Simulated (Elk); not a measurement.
Input and output of a self-consistent single point for FeSb (P6_3/mmc, 4 atoms in the cell) (Elk).

Computed with PBEsol, all-electron FP-LAPW, Elk's shipped species files, APW+lo basis with extra local orbitals (Elk).

```yaml
crystal:
  lattice:
    - [4.01481, 0.00000, 0.00000]
    - [-2.00740, 3.47693, 0.00000]
    - [0.00000, 0.00000, 5.01976]
  atoms:
    - { symbol: Fe, position: [0.00000, 0.00000, 0.00000], spin: 4.0 }
    - { symbol: Fe, position: [0.00000, 0.00000, 0.50000], spin: 4.0 }
    - { symbol: Sb, position: [0.66667, 0.33333, 0.25000] }
    - { symbol: Sb, position: [0.33333, 0.66667, 0.75000] }
```
(The spins are starting values, not results.)

Reference input (self-consistent single point, DFT, LDA (PW92), all-electron FP-LAPW, Elk's shipped species files, APW+lo basis with extra local orbitals): xctype = 3; spinpol = true; rgkmax = 8; stype = 0; swidth = 0.00499791 Ha; ngridk = 6 6 4; reducebf = 0.8; gmaxvr = 14 1/bohr; nxlo = 2; lorbcnd = true; lmaxi = 2; nempty = 12 per atom. This run's input differs from it in these lines:

```diff
@@ -4,3 +4,3 @@
 xctype
-  3
+  22
```

Output, abridged:

```
│ Self-consistent loop started │
│ Loop number : 1 │
 total energy                :     -15530.7766992
 total moment                :    3.231370752
│ Loop number : 2 │
 total energy                :     -15529.5542769
 total moment                :    3.292426683
RMS change in Kohn-Sham potential (target) :    2.267543527     (  0.1000000000E-05)
Absolute change in total energy (target)   :    1.222422305     (  0.1000000000E-03)
│ Loop number : 3 │
 total energy                :     -15535.0677787
 total moment                :    3.099860641
RMS change in Kohn-Sham potential (target) :    2.237205022     (  0.1000000000E-05)
   [... lines left out ...]
│ Loop number : 30 │
 total energy                :     -15505.1189762
 total moment                :    2.844689381
RMS change in Kohn-Sham potential (target) :   0.1674091862E-05 (  0.1000000000E-05)
Absolute change in total energy (target)   :   0.1247606215E-03 (  0.1000000000E-03)
│ Loop number : 31 │
 total energy                :     -15505.1190426
 total moment                :    2.844408077
RMS change in Kohn-Sham potential (target) :   0.4467060966E-06 (  0.1000000000E-05)
Absolute change in total energy (target)   :   0.3521187682E-04 (  0.1000000000E-03)
Convergence targets achieved

│ Loop number : 32 │

Energies :
 Fermi                       :     0.327019679446
 xc effective B-field        :    -0.939293984847E-01
 external B-field            :      0.00000000000
 total energy                :     -15505.1190315
 (external B-field energy excluded from total)

Density of states at Fermi energy :    121.3224889
 (states/Hartree/unit cell)

Estimated indirect band gap :   0.4953952054E-03
 from k-point      4 to k-point     11
Estimated direct band gap   :   0.1243381947E-02
 at k-point     11

Charges :
 core                        :    92.00000000
 valence                     :    62.00000000
 interstitial                :    5.575863792
 muffin-tins (core leakage)
  species :    1 (Fe)
   atom    1                 :    25.07841725     ( -0.1204369937E-11)
   [... lines left out ...]

Moments :
 interstitial                :  -0.4764565055E-01
 muffin-tins
  species :    1 (Fe)
   atom    1                 :    1.524510280
   atom    2                 :    1.524510280
  species :    2 (Sb)
   atom    1                 :  -0.7855185266E-01
   atom    2                 :  -0.7855185266E-01
 total in muffin-tins        :    2.891916855
 total moment                :    2.844271204

│ Self-consistent loop stopped │
```

The run converged in 32 iterations. The count includes the last loop, which Elk runs after its targets are met. Against the reference run the size of the net moment goes from 0.66 to 0.71 μB/atom.

The starting cell comes from a database of computed structures (which also holds hypothetical and non-ambient phases and stackings), without a prior relaxation at this level. Spin-orbit coupling is off. The magnetic order is the one reached from the typed start; others were not searched systematically. Values depend on the basis (sphere radii, cutoffs, local orbitals), which need not be converged. The log's line on a gap gives a spacing of levels on this mesh, which the program prints for metals too.

Cost on one core of a shared machine: roughly 3 min.
